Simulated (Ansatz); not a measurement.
The parent structure is AlN in the zinc blende structure (space group F-43m, No. 216; a = 4.378 Å). Axes: x, y, z lie along the cube axes.

Structures relaxed with PBEsol (Ansatz, a first-principles code; PAW; 420 eV plane waves; no SOC).

Base:

Simulated powder pattern, Mo Kα, λ = 0.71073 Å (kinematic, ideal powder, no thermal factors, no anomalous dispersion; the 8 strongest lines at most, above 2 %, up to 2θ = 40°):

| 2θ (°) | I/Imax (%) | hkl |
|---|---|---|
| 16.17 | 100 | (111) |
| 18.69 | 11 | (200) |
| 26.55 | 57 | (220) |
| 31.24 | 40 | (311) |
| 32.66 | 4.2 | (222) |
| 37.90 | 8.0 | (400) |

After one change:

Simulated powder pattern, Mo Kα, λ = 0.71073 Å (kinematic, ideal powder, no thermal factors, no anomalous dispersion; the 8 strongest lines at most, above 2 %, up to 2θ = 40°):

```tsv
2θ (°)	I/Imax (%)
16.22	100
18.88	7.5
26.54	38
26.82	19
31.02	14
31.50	26
32.77	4.2
38.29	5.2
```

**Question.** What was done to the base?
(A) biaxial strain +1.50 %, plane normal [001], relaxed out of plane
(B) biaxial strain −1.50 %, plane normal [001], relaxed out of plane
(C) biaxial strain −1.00 %, plane normal [001], relaxed out of plane
(D) biaxial strain +0.50 %, plane normal [001], relaxed out of plane

**Answer.** C, biaxial strain −1.00 %, plane normal [001], relaxed out of plane. Its volume per atom is 10.39 Å³ against 10.49 Å³, and its space group is I-4m2 (No. 119).

Whether these cells are dynamically stable was not tested. This is not the structure that AlN has at room temperature and ambient pressure.
